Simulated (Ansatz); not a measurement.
**HfO₂ (Pnma, No. 62, 12 atoms in the cell; start mp-741; a measured phase of this formula has another space group)**

Level of theory: r²SCAN+rVV10 (plane waves, PAW; Ansatz, a program for electronic structure).

Run with plane-wave cutoff 500 eV, 8×12×6 k mesh (along the axes of the cell as run), Fermi–Dirac smearing 0.05 eV, scalar-relativistic PAW data made under PBE.

Cell (relaxed at this level):

Space group Pnma (No. 62); a = 5.5319 Å, b = 3.3019 Å, c = 6.4499 Å, α = β = γ = 90.00°

```json
[
 {"atom": "Hf", "site": "4c", "symmetry": ".m.", "x": "0.2529", "y": "0.2500", "z": "0.3896"},
 {"atom": "O", "site": "4c", "symmetry": ".m.", "x": "0.0236", "y": "0.2500", "z": "0.6606"},
 {"atom": "O", "site": "4c", "symmetry": ".m.", "x": "0.1402", "y": "0.2500", "z": "0.0748"}
]
```

```
Quantity                        Value
--------  ---------------------------
band gap  3.93 eV (on the SCF k mesh)
```

Note: the relaxation could not lower the start's symmetry, so the cell can be a saddle point above a distorted one.

Spin–orbit coupling is not included.

The computed numbers hold no vibrational or temperature effects.

A start named mp-… is a Materials Project structure, which need not be a measured phase.
